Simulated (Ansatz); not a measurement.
For L1₀ (CuAu-type) TiAl, PBE-D4 (Ansatz, a first-principles code, plane waves, PAW) gives:

```
Quantity                                Result
------------------------------  --------------
equilibrium lattice constant a         2.803 Å
c axis length                          4.037 Å
formation enthalpy              -0.415 eV/atom
```

### Question
What does r²SCAN (Ansatz, PAW) give for the same quantities?

### Answer

- lattice constant a: 2.812 Å (grows by 0.3 %)
- lattice parameter c: 4.062 Å (increases by 0.6 %)
- formation enthalpy: -0.453 eV/atom (moves by -0.038 eV/atom)

For comparison: lattice constant a 2.826 Å (measured, temperature not stated, not corrected to a static lattice, P4/mmm two-atom cell, a_fct/√2; as tabulated in Zope and Mishin (2003), arXiv:cond-mat/0306298); lattice parameter c 4.077 Å (measured, temperature not stated, not corrected to a static lattice; as tabulated in Zope and Mishin (2003), arXiv:cond-mat/0306298); formation enthalpy -0.38 eV/atom (measured, temperature not stated, not corrected to a static lattice; as tabulated in Zope and Mishin (2003), arXiv:cond-mat/0306298).

Changes are worked out from the printed values.

Unless a cell is named, each level is at its own relaxed cell (PBE-D4 15.85, r²SCAN 16.06 Å³/atom).

The crystal itself was run without spin with PBE-D4, r²SCAN; a magnetic state was not tried in these runs.

Ansatz's density-functional and Hartree–Fock values are scalar-relativistic unless marked +SOC, with PAW data made under PBE.
